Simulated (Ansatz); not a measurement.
# Parameter sweep on Y2AlFe3 (R-3m, 6 atoms in the cell)

```
Y2AlFe3
1.0
    2.64537     1.52730     4.36604
   -2.64537     1.52730     4.36604
    0.00000    -3.05461     4.36604
Y Al Fe
2 1 3
Direct
  0.62221   0.62221   0.62221
  0.37779   0.37779   0.37779
  0.00000   0.00000   0.00000
  0.50000   0.00000   0.00000
  0.00000   0.50000   0.00000
  0.00000   0.00000   0.50000
```
Moments meant for the start (each program seeds them in its own way; μB, in the order of the atoms Y Y Al Fe Fe Fe): 1.0 1.0 0.0 4.0 4.0 4.0.

Base run A: PBEsol, default PAW files made with PBE (Ansatz, a quantum-chemistry and plane-wave program), self-consistent single point.

Its settings: kpoints.mp_grid.grid = 5 5 5; hamiltonian.xc = pbesol; hamiltonian.pseudopotentials = {kind: paw} (the program's default PAW files); magnetization.spin_polarized = true; scf.occupations.method = cold; scf.occupations.width = 0.272 eV.

The starting cell comes from a database of computed structures (which also holds hypothetical and non-ambient phases and stackings), without a prior relaxation at this level. The magnetic order is the one reached from the typed start; others were not searched systematically. The program warned that a starting moment was not kept. In the base run, with a pressure of about -8 GPa the cell is away from its equilibrium volume at this level. Ansatz's pressure includes its estimate of the finite-basis (Pulay) stress.

ΔF is the free energy per atom less that of run A. 

Run A gave: pressure (GPa) -8.19; largest force (eV/Å) 0.087; size of the net moment (μB/atom) 0.78; iterations 20.

Runs:
- B: scf.algorithm: default → direct_min
- C: scf.eigensolver.kind: default (the program chose band_cg) → davidson
- D: basis.precision: default → f64
- E: scf.self_checks: default → high

Task: Which runs reach the base run's state, and which is quickest in iterations?

Result: Runs B, C, D, E reached the same state as A (within 1 meV/atom and 0.1 μB a site).

```json
[
 {"run": "A", "ΔF (meV/atom)": "0.00", "pressure (GPa)": "-8.19", "largest force (eV/Å)": "0.087", "size of the net moment (μB/atom)": "0.78", "iterations": "20"},
 {"run": "B", "ΔF (meV/atom)": "0.00", "pressure (GPa)": "-8.19", "largest force (eV/Å)": "0.087", "size of the net moment (μB/atom)": "0.78", "iterations": "18"},
 {"run": "C", "ΔF (meV/atom)": "0.00", "pressure (GPa)": "-8.19", "largest force (eV/Å)": "0.087", "size of the net moment (μB/atom)": "0.78", "iterations": "20"},
 {"run": "D", "ΔF (meV/atom)": "0.00", "pressure (GPa)": "-8.19", "largest force (eV/Å)": "0.087", "size of the net moment (μB/atom)": "0.78", "iterations": "20"},
 {"run": "E", "ΔF (meV/atom)": "0.00", "pressure (GPa)": "-8.19", "largest force (eV/Å)": "0.087", "size of the net moment (μB/atom)": "0.78", "iterations": "20"}
]
```

Keys are those of Ansatz 0.2.
